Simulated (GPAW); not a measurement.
Band structure of NbIr (P4/mmm, 2 atoms in the cell).

```
NbIr
1.0
    2.87823     0.00000     0.00000
    0.00000     2.87823     0.00000
    0.00000     0.00000     3.87415
Nb Ir
1 1
Direct
  0.50000   0.50000   0.50000
  0.00000   0.00000   0.00000
```

Computed with LDA (Perdew-Wang 92), GPAW PAW datasets LDA (gpaw-data 1.0.1) (plane waves; GPAW).

Settings: mode = pw; ecut = 550 eV; xc = LDA; kpts = 9 9 7; mesh shift (steps) = 0 0 0; occupations.name = fermi-dirac; occupations.width = 0.1 eV; nbands = -10; convergence.forces = 0.001 eV/Å; symmetry.symmorphic = false; symmetry.tolerance = 0.0005; maxiter = 100; bandpath_npoints = 40.

The starting cell comes from a database of computed structures (which also holds hypothetical and non-ambient phases and stackings), without a prior relaxation at this level. Spin-orbit coupling is off. Spin polarisation is off.

Levels in eV from the Fermi level, bands 11 to 18:
```tsv
point	11	12	13	14	15	16	17	18
Γ	-2.21	-2.21	-0.87	-0.32	1.48	3.82	4.28	4.36
X	-3.20	-1.74	-1.72	-1.49	-1.02	1.11	2.56	2.59
M	-5.12	1.25	1.95	2.79	2.79	4.13	4.21	4.21
Z	-2.37	-1.91	-1.32	-1.32	-0.08	0.99	1.72	1.72
R	-2.49	-2.33	-0.38	0.52	1.23	1.50	3.48	4.26
A	-3.35	-2.06	-2.06	-1.27	1.26	2.45	5.77	6.39
```

Bands cross the Fermi level along this path, so the cell is metallic at this level.
